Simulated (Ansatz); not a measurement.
**Ansatz (a quantum-chemistry and plane-wave program) run on YAl2 (R3m, 6 atoms in the cell): self-consistent single point**

Level of theory: PBEsol, default PAW files made with PBE (plane waves; Ansatz).

Input:

Ansatz 0.2 input:
```yaml
crystal:
  lattice:
    - [0.000000, 3.912662, 3.912662]
    - [3.912662, 0.000000, 3.912662]
    - [3.912662, 3.912662, 0.000000]
  atoms:
    - { symbol: Y, position_ang: [5.897861, 5.897861, 5.897861] }
    - { symbol: Y, position_ang: [3.912662, 3.912662, 3.912662] }
    - { symbol: Al, position_ang: [2.934497, 0.978166, 2.934496] }
    - { symbol: Al, position_ang: [0.978166, 0.978166, 0.978166] }
    - { symbol: Al, position_ang: [0.978166, 2.934497, 2.934497] }
    - { symbol: Al, position_ang: [2.934496, 2.934496, 0.978166] }
basis:
  ecutwfc: 420.0
kpoints:
  mp_grid: { grid: [7, 7, 7] }
hamiltonian:
  xc: pbesol
  pseudopotentials: { kind: paw }
scf:
  occupations: { method: fermi_dirac, width: 0.1 }
output:
  forces: true
  eigenvalues: true
  stress: true
```

Log, with long lists cut:

```
WARN the atoms were moved onto the symmetric positions of the space group found under crystal.symmetry.tolerance 1.0e-5 (fractional …
WARN ansatz: RAYON_NUM_THREADS=1 ignored (pool sized by the plan → 1); use --threads N
Pseudopotentials: kind: paw
Pseudopotential: Y, paw, valence charge 11
Pseudopotential: Al, paw, valence charge 3
Crystal: 6 atoms, lattice volume = 119.797 Å³
Basis set: ecut = 420 eV, 2277 PW (Γ), exchange–correlation on 80×80×80 points (8 copies of the dense FFT grid, shifted against one another)
Bands: 23, of which v1, the nominal top of the filled ones, is band 17 counted from 1 (16 counted from 0)
Symmetry: 6 space group operations
Space group: R3m (ITA 160), of the structure as read, at distance tolerance 4.9e-5 Å
k-points: 44 of 343 (time reversal used)
PAW frozen core: Y, regenerated for the run's functional, and the local potential with it
PAW frozen core: Al, regenerated for the run's functional, and the local potential with it
Initial density: superposition of atomic densities (neutral atoms: chi_scale 0, normalization atom), corrected by the library's trained network
Initial wavefunctions: pseudopotential atomic-orbital guess
Eigensolver: davidson
Functional: x = pbesol(κ = 0.804, μ = 0.12345679012345678), c = pbesol(β = 0.046)
SCF iter   1: F=—  HF=-9691.690472 eV  |F-HF|=—  |Δ(HF+E_count)|=         —  Δρ=2.38e-3  dr2=9.19e-3  ethr=1.77e-3  ⟨swp⟩=6.3  Hψ=5191  notcnv=0
all-band conjugate gradients solve this SCF's bands
preconditioner: auto → Kerker (q_TF=auto, 2.212 Å⁻¹)
SCF iter   2: F=—  HF=-9691.689769 eV  |F-HF|=—  |Δ(HF+E_count)|=   7.03e-4  Δρ=1.38e-3  dr2=2.64e-3  ethr=2.70e-5  ⟨swp⟩=1.3  Hψ=1382  notcnv=0
SCF iter   3: F=—  HF=-9691.689516 eV  |F-HF|=—  |Δ(HF+E_count)|=   2.53e-4  Δρ=2.12e-4  dr2=7.77e-5  ethr=7.77e-6  ⟨swp⟩=2.3  Hψ=1244  notcnv=0
SCF iter   4: F=—  HF=-9691.689536 eV  |F-HF|=—  |Δ(HF+E_count)|=   2.05e-5  Δρ=3.68e-5  dr2=7.79e-7  ethr=2.28e-7  ⟨swp⟩=2.1  Hψ=1255  notcnv=0
iter 5 did not close the SCF: its close was put off for the readings that it lacked (scf_convergence_deferred on its scf_iter line)
SCF iter   5: F=-9691.689536 eV  HF=-9691.689536 eV  |F-HF|=5.09e-9  |Δ(HF+E_count)|=   1.09e-7  Δρ=4.35e-6  dr2=2.28e-8  ethr=2.29e-9  ⟨swp⟩=2.8  Hψ=1818  notcnv=0
SCF iter   6: F=-9691.689536 eV  HF=-9691.689536 eV  |F-HF|=2.95e-10  |Δ(HF+E_count)|=  6.18e-10  Δρ=7.35e-7  dr2=6.97e-10  ethr=6.72e-11  ⟨swp⟩=2.5  Hψ=3244  notcnv=0
SCF 1 converged in 6 iterations: F = -9691.689536 eV  dr2 = 6.97e-10
SCF converged after 6 iterations
Free energy (F): -9691.689536 eV
Harris-Foulkes:  -9691.689536 eV  (|F-HF|=2.95e-10)
Internal energy: -9691.577745 eV  (E = F + TS)
E sigma→0 (E₀):  -9691.633641 eV
Entropy (-TS):   -0.111791 eV (-18.632 meV/atom)
Fermi energy:    9.357563 eV
--- Per-component energies (eV) ---
  E_band       = -175.746618
  E_kinetic    = 705.300204
  E_local      = -1331.135545  (includes V_loc(G=0)·N_el)
  E_nonlocal   = 144.791528
  E_hartree    = 472.560485
  E_xc         = -502.939252
  E_vxc        = -515.550551  (∫ρ·V_xc dr)
  E_paw        = -7366.445355  (= ΣΔE_a)
  E_vpaw       = -124.273885  (= ΣTr[D̂ρ^β])
  E_aug_tail   = -0.000005  (compensation charges beyond the density's cutoff)
  E_ewald      = -1814.083907
  E_core_change = 0.374102  (= ΣΔE_core)
  E_smearing   = -0.111791  (= −TS)
  E_closure    = -0.000000  (closes the sum)
  Σ components = -9691.689536   (vs F -9691.689536, Δ=0.00e0)
--- Forces (eV/Å), atoms counted from 1 ---
  atom   1  Y     -0.17279522    -0.17279522    -0.17279522
  atom   2  Y      0.05118557     0.05118557     0.05118557
  atom   3  Al     0.03030132     0.04333779     0.03030132
  atom   4  Al     0.01767014     0.01767014     0.01767014
  atom   5  Al     0.04333779     0.03030132     0.03030132
  atom   6  Al     0.03030132     0.03030132     0.04333779
  max |Σ_I F_I| component: 9.30e-7 eV/Å
--- Stress (GPa, compression-positive) ---
       -0.543694      -0.040975      -0.040975
       -0.040975      -0.543694      -0.040975
       -0.040975      -0.040975      -0.543694
  P = ⅓ Tr σ = -0.5437 GPa (-5.437 kbar)
  The stress holds the Pulay correction. Without it, at fixed plane waves, as pw.x and ABINIT print it: P = -0.5790 GPa
--- Band table (eV; the first three rows and the last of 44) ---
  k-point 0: bands = ["-32.7844", "-32.6936", "-12.9793", "-12.9793", "-12.9431", "-12.7219", "-12.6969", "-12.6969", "0.1752", "5.6392", "6.6557", "6.7065", "6.7065", "6.9914", "6.9914", "7.0206", "7.3352", "7.3352", "9.9778", "11.9235", "11.9235", [...]
  k-point 1: bands = ["-32.7810", "-32.6971", "-12.9867", "-12.9806", "-12.9506", "-12.7153", "-12.6974", "-12.6894", "0.3288", "4.9022", "6.2449", "6.2572", "6.3935", "7.1592", "7.1791", "7.8117", "7.8643", "7.8790", "10.5314", "11.4848", [...]
  k-point 2: bands = ["-32.7719", "-32.7061", "-13.0021", "-12.9843", "-12.9667", "-12.7062", "-12.6933", "-12.6739", "0.7603", "3.7834", "5.8268", "5.8324", "6.0914", "7.4105", "7.4167", "8.5963", "8.6503", "9.0883", "10.5054", "11.7070", [...]
  k-point 43: bands = ["-32.7624", "-32.7156", "-13.0266", "-13.0149", "-12.9368", "-12.7421", "-12.6617", "-12.6518", "1.5568", "2.7004", "4.8655", "5.5736", "6.8066", "7.5184", "7.8228", "8.8557", "9.2432", "9.6743", "10.5908", "11.1438", [...]
```

The run converged in 6 iterations.

The starting cell comes from a database of computed structures (which also holds hypothetical and non-ambient phases and stackings), without a prior relaxation at this level. Its lattice was rescaled by up to half a per cent. One atom was moved a little off its site on purpose. Ansatz's pressure includes its estimate of the finite-basis (Pulay) stress.
